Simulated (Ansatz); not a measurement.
The reference is MgTe in the wurtzite structure (space group P6_3mc, No. 186).

```
CELL_PARAMETERS angstrom
      4.56143     0.00000     0.00000
     -2.28071     3.95031     0.00000
      0.00000     0.00000     7.41192
ATOMIC_POSITIONS crystal
  Mg 0.33333 0.66667 0.99959
  Mg 0.66667 0.33333 0.49959
  Te 0.33333 0.66667 0.37641
  Te 0.66667 0.33333 0.87641
```

Cartesian axes are those of the cell as printed.

Calculations: Kohn–Sham DFT with the PBEsol functional, run in Ansatz (a first-principles code) with PAW and 420 eV plane waves, without spin-orbit coupling.

Strains are applied to the cell and any free atomic positions relax.

One change was made to it. Results:

```csv
quantity,base,after
band gap,2.39 eV,2.40 eV
electron mass,"0.15 mₑ along c, 0.17 mₑ across (at Γ)","0.16 mₑ along z, 0.17 mₑ across (at Γ)"
width of the top valence band,1.40 eV,1.55 eV
"valence-band top at Γ (three highest levels, from the VBM)","0.00, -0.02, -0.02 eV","0.00, -0.21, -0.21 eV"
shortest interatomic distance,5.267 bohr,5.215 bohr
```

Problem. Which of these changes matches the shifts?
A) uniaxial strain ε_zz = −1.80 %
B) uniaxial strain ε_zz = −3.00 %
C) uniaxial strain ε_zz = −0.60 %
D) uniaxial strain ε_zz = −1.20 %

Solution. B, uniaxial strain ε_zz = −3.00 %. For comparison, the valence-band top at Γ in the other runs: uniaxial strain ε_zz = −1.20 % gives 0.00, -0.09, -0.09 eV; uniaxial strain ε_zz = −0.60 % gives 0.00, -0.06, -0.06 eV; uniaxial strain ε_zz = −1.80 % gives 0.00, -0.13, -0.13 eV.

With Te present, leaving out spin-orbit coupling can change the band edges. Masses are band curvatures over ±0.01 Å⁻¹ around the edge. Stability against distortions was not tested.
